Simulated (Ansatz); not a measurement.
An Ansatz (an electronic-structure program) input (HSE06, PAW, 420 eV (Ansatz; spin-orbit coupling left out)):

Ansatz 0.2 input:
```yaml
crystal:
  lattice:
    - [-2.1784270281, 2.1784270281, 1.2474008361]
    - [2.1784270281, -2.1784270281, 1.2474008361]
    - [2.1784270281, 2.1784270281, -1.2474008361]
  atoms:
    - { symbol: C, position: [0.1802860845, 0.1802860845, 0.3605721691] }
    - { symbol: C, position: [0.1802860845, 0.8197139155, 0] }
    - { symbol: C, position: [0.8197139155, 0.1802860845, 0] }
    - { symbol: C, position: [0.8197139155, 0.8197139155, 0.6394278309] }
basis: { ecutwfc: 420, ecutrho_ratio: 4, xc_grid: 2, fft_grid_basis: typed }
kpoints: { mp_grid: { grid: [10, 10, 10] } }
hamiltonian:
  xc: hse06
  dispersion: none
  pseudopotentials: { kind: paw }
scf: { occupations: { method: fermi_dirac, width: 0.01 } }
output: { eigenvalues: true, eigenstates: { kpoints: [[-0.5, 0.5, 0.5], [0.135807, 0.135807, -0.135807], [0, 0, 0], [0, 0.5, 0]] } }
```

**Question.** Which symmetry and how many k-points will the program report, and about how many plane waves at Γ?

**Answer.** Space group I4/mmm (ITA 139) with 16 operations, k-points 102 of 1000, and 493 plane waves at Γ.

Single points use the geometry relaxed with PBEsol. The hybrid gap comes from the SCF mesh plus the semilocal run's edge points and a few special points and is an upper bound. Load acts through the strain it causes; cell and atoms are relaxed under it. Stability under load was not tested beyond the relaxation. The cell was made from C (space group I4/mmm, No. 139; a model cell, its experimental status unchecked) by this change: uniaxial stress, 2 GPa compression along z. This is not the structure that C has at room temperature and ambient pressure.
